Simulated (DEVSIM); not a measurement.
Structure: abrupt Si p-n junction, at 350 K.

Layer 1 from the left is Si, thickness (μm) 43.0, Na (cm⁻³) 2.7e16, τn (s) 5.2e-7, τp (s) 5.2e-7. Layer 2 from the left is Si, thickness (μm) 2.40, Nd (cm⁻³) 6.4e16, τn (s) 5.2e-7, τp (s) 5.2e-7.

Left contact: ohmic. Right contact: ohmic. Voltage is applied to the left contact. Recombination: SRH at mid-gap. Mobility is constant in doping.

The device is made up for the run: typed textbook-type constants, with dimensions and the other settings drawn at random. Values at 300 K; Nc and Nv go as T^1.5, mobilities as T to minus their exponent, the gap by Varshni's rule with the affinity fixed.

Si: gap (eV) 1.124, affinity (eV) 4.05, permittivity 11.7, Nc (cm⁻³) 2.86e19, Nv (cm⁻³) 3.1e19, μn (cm²/Vs) 1417, μp (cm²/Vs) 470, T exponent of μn 2.3, T exponent of μp 2.2, Varshni α (eV/K) 0.000473, Varshni β (K) 636.

Model (solved in DEVSIM): 1D drift-diffusion, Boltzmann statistics, complete ionisation; no tunnelling, impact ionisation, image-force lowering or self-heating.

### Question
What does the simulation give for the dark forward voltage at 1 A/cm², the dark forward voltage at 100 A/cm², the potential step across the device at zero bias, the largest field in the device at zero bias?

### Answer
dark forward voltage at 1 A/cm² 0.532 V; dark forward voltage at 100 A/cm² 0.784 V; potential step across the device at zero bias 0.700 V; largest field in the device at zero bias 61000 V/cm.
